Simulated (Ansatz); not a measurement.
We consider fluorite HfO2 (high-temperature phase), described by LC-ωPBE (Ansatz, an electronic-structure program, PAW).

Run with plane-wave cutoff 520 eV, 8×8×8 k mesh, finite displacements, scalar-relativistic PAW data made under PBE.

Computed at the level's own relaxed cell.

Harmonic phonon frequencies (cm⁻¹; i marks an imaginary mode; at Γ without the LO shift):

```json
[
 {"q point": "Γ", "frequencies": "0 0 0 266 266 266 607 607 607"},
 {"q point": "X", "frequencies": "201i 112 112 269 314 314 592 592 730"},
 {"q point": "L", "frequencies": "100 100 203 428 428 536 536 537 623"}
]
```

Imaginary modes appear, so the structure is dynamically unstable at this level.

Note: symmetry holds this phase in the static calculation, where it need not be a minimum; the run finds an imaginary mode (201i cm⁻¹), so the cell is a saddle point at this level.
